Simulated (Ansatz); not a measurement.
# Amorphous Al64O94

A CHGNet melt-quench gave the starting glass, which DFT then relaxed. O atoms were pushed apart under 1.9 Å during the dynamics, to hinder bonds among them. The hot cell started wider than the set density and was brought back towards it in steps. It is the lowest in DFT energy of 4 quenches. It is a model cell: composition and starting density were chosen by hand, and all elements were melted together. No dispersion term was used. Cycles of charging and discharging annealed it further.

Methods: PBE, scalar-relativistic without spin-orbit coupling (Ansatz, a first-principles code); r2SCAN, scalar-relativistic without spin-orbit coupling (Ansatz); HSE06, scalar-relativistic without spin-orbit coupling (Ansatz). Geometry, pressure, stress and energy are those of the PBE run. Its sampling: a 2×2×2 Γ-centred mesh; Fermi-Dirac width 0.02 eV; no spin polarisation. Other functionals are single points at the zone centre (r2SCAN at 500 eV; exact exchange cut at the cell's faces), free to take moments where seeds were set. The usual formal charges leave 4 electrons over, so the level spacing at the Fermi energy parts defect or band states and needn't be the band gap. At PBE the levels at the filled edge of the gap are localised (band-tail or defect states), and the nearest spread-out levels lie 4.4 eV apart at the zone centre.

| Property | Result |
|---|---|
| Number of atoms in the cell | 158 |
| Density (volume relaxed, without dispersion) | 2.81 g/cm³ |
| Volume per atom | 12.10 Å³ |
| Pressure on a 2×2×2 Γ-centred mesh | -0.74 GPa |
| Largest force and stress component on that mesh (the relaxation ran on the zone centre alone) | 0.08 eV/Å and 1.4 GPa |
| Energy relative to corundum + fcc Al (lowest mix at this level among the phases computed, not always the ambient ones) | 0.151 eV/atom |
| Level spacing at the Fermi energy on a 2×2×2 Γ-centred mesh (PBE) | 1.33 eV |
| Level spacing at the Fermi energy at the zone centre (PBE) | 1.41 eV |
| Level spacing at the Fermi energy at the zone centre (r2SCAN) | 1.67 eV |
| Level spacing at the Fermi energy at the zone centre (HSE06) | 2.29 eV |

Bonds are counted up to Al-Al 2.66 Å, Al-O 2.28 Å, O-O 1.58 Å. Two cations that share two anions don't count as bonded, nor two that share one unless they lie closer than Al-Al 2.59 Å.

```json
{
  "Mean coordination of Al by anions": "4.36 (2 with 3, 38 with 4, 23 with 5, 1 with 6); 4 close contacts or bonds to cations besides",
  "Mean coordination of O": "2.97 (6 with 2, 85 with 3, 3 with 4)",
  "Mean Al-O bond": "1.840 Å (spread 0.077 Å, 279 counted)",
  "Mean Al-Al close contact": "2.574 Å (spread 0.007 Å, 2 counted)"
}
```

Its density started from a set value of 2.77 g/cm³. Cooling (nominally 190 K/ps over its main leg) ran many orders faster than in experiment, which tends to leave more defects and strain. One small periodic cell is one sample of the glass; other quenches scatter about these values. Volume and shape were free in the relaxation. Stress components on the final sampling reach 1.4 GPa. Cycles of charging lowered its energy after that relaxation.
